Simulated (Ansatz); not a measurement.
Take WSe₂ in the 2H-MoS2 type structure (space group P6_3/mmc, No. 194; a = 3.279 Å, c = 12.786 Å; layered, stacked along the Cartesian z axis) as the base. Axes: x lies along a and z along c of the hexagonal cell.

(Cell as relaxed with PBE-D3(BJ).)

Levels (all Ansatz, an electronic-structure program, PAW): PBE-D3(BJ) (420 eV, without spin-orbit coupling); r2SCAN+rVV10 (500 eV, no spin-orbit coupling).

Each level relaxes its own structure.

```
base                 PBE-D3(BJ)  r2SCAN+rVV10
-------------------  ----------  ------------
volume per atom        19.84 Å³      20.67 Å³
lattice parameter a     3.279 Å       3.300 Å
band gap                0.87 eV       1.12 eV
```

The change: uniaxial stress, 0.5 GPa tension along z; all other stress components relax to zero.

| quantity | PBE-D3(BJ) | r2SCAN+rVV10 |
|---|---|---|
| band gap | 0.91 eV | 1.18 eV |
| shift of the gap caused by the change | +0.04 eV | +0.06 eV |
| smallest direct gap | 1.58 eV | 1.63 eV |
| volume per atom | 19.99 Å³ | 20.89 Å³ |

PBE-D3(BJ)'s band gap lies 0.27 eV below r2SCAN+rVV10's; PBE-D3(BJ)'s smallest direct gap lies 0.05 eV below r2SCAN+rVV10's; PBE-D3(BJ)'s volume per atom lies 0.90 Å³ below r2SCAN+rVV10's (4.3 %). Neither level is exact; r2SCAN+rVV10 is the comparison here, not a measurement.

Spin-orbit coupling, missing from the scalar runs, can matter with W. Load acts through the strain it causes; cell and atoms are relaxed under it. Stability under load was not tested beyond the relaxation.
